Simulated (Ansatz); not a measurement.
# SiO2: pressure series

The parent structure is SiO₂ in the rutile structure (space group P4_2/mnm, No. 136).

```yaml
crystal:
  lattice:
    - [4.23616, 0.00000, 0.00000]
    - [0.00000, 4.23616, 0.00000]
    - [0.00000, 0.00000, 2.69045]
  atoms:
    - { symbol: Si, position: [0.50000, 0.50000, 0.50000] }
    - { symbol: Si, position: [0.00000, 0.00000, 0.00000] }
    - { symbol: O, position: [0.80699, 0.80699, 0.50000] }
    - { symbol: O, position: [0.30699, 0.69301, 0.00000] }
    - { symbol: O, position: [0.69301, 0.30699, 0.00000] }
    - { symbol: O, position: [0.19301, 0.19301, 0.50000] }
```

Cell and atoms are relaxed at each pressure.

Method: Ansatz (a quantum-chemistry and plane-wave program) PBE, scalar-relativistic without spin-orbit coupling.

Notes on the quantities. enthalpy: H = E + PV relative to the base's energy.

```csv
change,band gap,density,enthalpy
base,5.04 eV,4.13 g/cm³,–
pressure −2 GPa,4.93 eV,4.10 g/cm³,-0.10 eV/atom
pressure −1 GPa,4.98 eV,4.12 g/cm³,-0.05 eV/atom
pressure 0.9 GPa,5.09 eV,4.15 g/cm³,+0.05 eV/atom
pressure 2.1 GPa,5.15 eV,4.17 g/cm³,+0.11 eV/atom
pressure 4.5 GPa,5.28 eV,4.20 g/cm³,+0.22 eV/atom
pressure 9 GPa,5.51 eV,4.27 g/cm³,+0.44 eV/atom
pressure 15 GPa,5.81 eV,4.35 g/cm³,+0.73 eV/atom
pressure 22.5 GPa,6.16 eV,4.44 g/cm³,+1.09 eV/atom
```

Load acts through the strain it causes; cell and atoms are relaxed under it. No phonon test of stability was made. Competing high-pressure phases were not computed.
